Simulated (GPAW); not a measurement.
Input and output of a self-consistent single point for MgCo2O4 (P-3m1, 7 atoms in the cell) (GPAW).

Computed with PBEsol, GPAW PAW datasets PBEsol (made by gpaw-setup) (plane waves; GPAW 25.7.0).

The change in words: lattice scaled by 0.98. Reference geometry:
```
CELL_PARAMETERS angstrom
      3.01590     0.00000     0.00000
     -1.50795     2.61185     0.00000
      0.00000     0.00000     9.88090
ATOMIC_POSITIONS crystal
  Mg 0.00000 0.00000 0.50000
  Co 0.00000 0.00000 0.23237
  Co 0.00000 0.00000 0.76763
  O  0.33333 0.66667 0.62461
  O  0.66667 0.33333 0.37539
  O  0.33333 0.66667 0.15174
  O  0.66667 0.33333 0.84826
```
Moments meant for the start (each program seeds them in its own way; μB, in the order of the atoms Mg Co Co O O O O): 0.0 3.0 3.0 0.0 0.0 0.0 0.0.

Reference input (self-consistent single point, DFT PBEsol, plane waves, GPAW PAW datasets PBEsol (made by gpaw-setup)): spinpol = true; mode = pw; ecut = 900 eV; xc = PBEsol; kpts = 8 8 2; mesh shift (steps) = 0 0 0; occupations.name = methfessel-paxton; occupations.width = 0.136 eV; occupations.order = 0; nbands = -13; convergence.forces = 0.001 eV/Å; symmetry.symmorphic = false. This run's input differs from it in these lines:

```diff
@@ -5,5 +5,5 @@
 atoms = Atoms(['Mg', 'Co', 'Co', 'O', 'O', 'O', 'O'],
-              cell=[[3.015900, 0.000000, 0.000000],
-                    [-1.507950, 2.611846, 0.000000],
-                    [0.000000, 0.000000, 9.880900]],
+              cell=[[2.955582, 0.000000, 0.000000],
+                    [-1.477791, 2.559609, 0.000000],
+                    [0.000000, 0.000000, 9.683282]],
               scaled_positions=[[0.000000, 0.000000, 0.500000],
```

Output (repeated stretches shortened):

```
     iter     time        total  log10-change:         magmom
                         energy   eigst   dens  force
iter:   1 --:--:--   -53.631617                          +6.0052
iter:   2 --:--:--   -52.080860   -0.92  -1.01           +7.2415
iter:   3 --:--:--   -50.588389   -0.75  -1.07           +8.2837
iter:   4 --:--:--   -49.798558   -2.12  -1.30           +7.3678
iter:   5 --:--:--   -49.876189   -2.17  -1.39           +6.2252
   [... 13 lines left out ...]
iter:  19 --:--:--   -50.392788   -2.30  -2.12           -0.7350
iter:  20 --:--:--   -50.429386   -3.43  -2.12           +0.0236
   [... lines left out ...]
iter:  30 --:--:--   -50.312195c  -4.47  -2.61           -0.0015
iter:  31 --:--:--   -50.312164c  -4.78  -2.69           -0.0011
   [... 6 lines left out ...]
iter:  38 --:--:--   -50.310497c  -5.47  -3.31           +0.0002
iter:  39 --:--:--   -50.310447c  -6.68  -3.52           +0.0001
iter:  40 --:--:--   -50.310569c  -5.91  -3.56           +0.0000
iter:  41 --:--:--   -50.310607c  -6.47  -3.86           -0.0000
iter:  42 --:--:--   -50.310572c  -7.30  -4.13c          -0.0000
iter:  43 --:--:--   -50.310596c  -7.87c -4.34c          -0.0000
iter:  44 --:--:--   -50.310590c  -8.36c -4.42c -3.21c   -0.0000
Converged after 44 iterations.

Dipole moment: (-0.000000, -0.000000, -0.000000) |e|*Ang

Total magnetic moment: (0.000000, 0.000000, -0.000030)
Local magnetic moments:
   0 Mg ( 0.000000,  0.000000, -0.000000)
   1 Co ( 0.000000,  0.000000, -0.000015)
   2 Co ( 0.000000,  0.000000, -0.000015)
   3 O  ( 0.000000,  0.000000, -0.000000)
   4 O  ( 0.000000,  0.000000, -0.000000)
   5 O  ( 0.000000,  0.000000,  0.000000)
   6 O  ( 0.000000,  0.000000,  0.000000)

Energy contributions relative to reference atoms: (reference = -89311.274061)

Kinetic:        +32.815781
Potential:      -33.682813
External:        +0.000000
XC:             -50.219349
Entropy (-ST):   -0.029410
Local:           +0.790496
SIC:             +0.000000
--------------------------
Free energy:    -50.325295
Extrapolated:   -50.310590

   [... lines left out ...]
Fermi level: 5.58492
Gap: 0.089 eV
Direct gap: 0.528 eV
   [... lines left out ...]
  1 Co   -0.00000   -0.00000    1.53182
  2 Co    0.00000    0.00000   -1.53182
  3 O     0.00000   -0.00000    0.95685
  4 O     0.00000    0.00000   -0.95685
  5 O     0.00000   -0.00000   -0.56862
  6 O    -0.00000    0.00000    0.56862

Stress tensor:
     0.114959    -0.000000     0.000000
    -0.000000     0.114959    -0.000000
     0.000000    -0.000000     0.026904
Stress (GPa, Voigt): [18.4185 18.4185  4.3105 -0.      0.     -0.    ]
```

The run converged in 44 iterations. GPAW prints stress with tension positive. Against the reference run the free energy goes down by 71.4 meV/atom and the largest force goes from 1.132 to 1.532 eV/Å.

At such cutoffs GPAW's stress carries a finite-basis (Pulay) error, which enters relaxed cells too; its log prints stress with tension positive.

The starting cell comes from a database of computed structures (which also holds hypothetical and non-ambient phases and stackings), without a prior relaxation at this level. For this run, on top of that: lattice scaled by 0.98. The starting moments vanished: the run ended non-magnetic, which need not be the lowest state. Forces in this geometry exceed 1 eV/Å. The log's line on a gap gives a spacing of levels on this mesh, which the program prints for metals too.

Cost on one core of a shared machine: roughly 4 min.
